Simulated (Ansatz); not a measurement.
Total g(r) from a molecular-dynamics run [in the run: mean pressure -0.4 GPa against a target of 0; one k-point, which a denser mesh shifts by -0.3 GPa in pressure and 0.13 eV/Å in forces]. Method: PBE (plane waves, PAW; Ansatz, a quantum-chemistry and plane-wave program).

```tsv
r (Å)	g(r)
1.02	0.00
1.14	0.00
1.26	0.00
1.38	0.00
1.50	0.00
1.62	0.00
1.74	0.00
1.86	0.13
1.98	1.08
2.10	2.63
2.22	2.65
2.34	1.54
2.46	0.56
2.58	0.17
2.70	0.08
2.82	0.42
2.94	1.51
3.06	2.71
3.18	2.46
3.30	1.24
3.42	0.43
3.54	0.34
3.66	0.74
3.78	1.16
3.90	0.99
4.02	0.53
4.14	0.32
4.26	0.46
4.38	0.68
```

Question: Which system gave this curve?
(A) Ga2O3 (corundum; a metastable form), crystal, 297 K
(B) Al (fcc), crystal, 771 K
(C) TiC (rock salt; ideal stoichiometry), crystal, 1723 K
(D) AlN (zinc blende; a metastable form), crystal, 1863 K

Answer: C, TiC (rock salt; ideal stoichiometry), crystal, 1723 K
